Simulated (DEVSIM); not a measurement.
## Schottky contact on n-type GaAs

System: Schottky contact on n-type GaAs, at 300 K.

| layer (left to right) | material | thickness (μm) | Nd (cm⁻³) | τn (s) | τp (s) |
|---|---|---|---|---|---|
| 1 | GaAs | 16.0 | 2.5e15 | 6.5e-9 | 6.5e-9 |

Left contact: Schottky, work function 5.18 eV, emission velocity 5.1e6 cm/s. Right contact: ohmic. Voltage is applied to the left contact. Recombination: SRH at mid-gap, radiative. Mobility is μmin + (μ − μmin)/(1 + (N/Nref)^α).

This is a model device: material constants are rounded textbook-type values typed into the input, and sizes, dopings and lifetimes were drawn at random. Values at 300 K.

```csv
parameter,GaAs
gap (eV),1.424
affinity (eV),4.07
permittivity,12.9
Nc (cm⁻³),4.7e17
Nv (cm⁻³),9e18
μn (cm²/Vs),8500
μp (cm²/Vs),400
"μn,min",500
"μp,min",20
"Nref,n",6e16
"Nref,p",1.5e17
αn,0.39
αp,0.38
B (cm³/s),2e-10
```

DEVSIM, 1D drift-diffusion, Boltzmann statistics, complete ionisation; no tunnelling, impact ionisation, image-force lowering or self-heating. Metal contacts follow the ideal Schottky-Mott rule: no Fermi-level pinning, no interface dipoles.

```json
{
 "potential_step_across_the_device_at_zero_bias": "0.975 V",
 "largest_field_in_the_device_at_zero_bias": "26000 V/cm",
 "Dark forward voltage at 1 A/cm²": "0.780 V",
 "Dark forward voltage at 100 A/cm²": "0.961 V"
}
```

Dark forward current:

(V (V), J (A/cm²)): (0.05, 2.2e-10); (0.10, 7.8e-10); (0.20, 6.5e-9); (0.25, 1.9e-8); (0.35, 1.9e-7); (0.40, 7.9e-7); (0.50, 2.3e-5); (0.55, 0.00015); (0.65, 0.0069); (0.70, 0.047); (0.75, 0.32); (0.85, 11); (0.90, 40); (1.00, 150); (1.05, 220); (1.15, 360); (1.20, 440); (1.30, 600); (1.35, 670); (1.40, 750); (1.50, 920); (1.55, 1000); (1.65, 1200); (1.70, 1200); (1.80, 1400); (1.85, 1500); (1.95, 1700); (2.00, 1700)

Dark reverse current:

| V (V) | J (A/cm²) |
|---|---|
| -0.20 | -3.2e-10 |
| -0.50 | -6.5e-10 |
| -1.00 | -1.1e-9 |
| -1.50 | -1.5e-9 |
| -2.00 | -1.9e-9 |
| -3.00 | -2.5e-9 |
| -4.00 | -3.0e-9 |
| -5.00 | -3.4e-9 |
| -6.50 | -4.1e-9 |
| -8.00 | -4.7e-9 |
| -10.00 | -5.3e-9 |
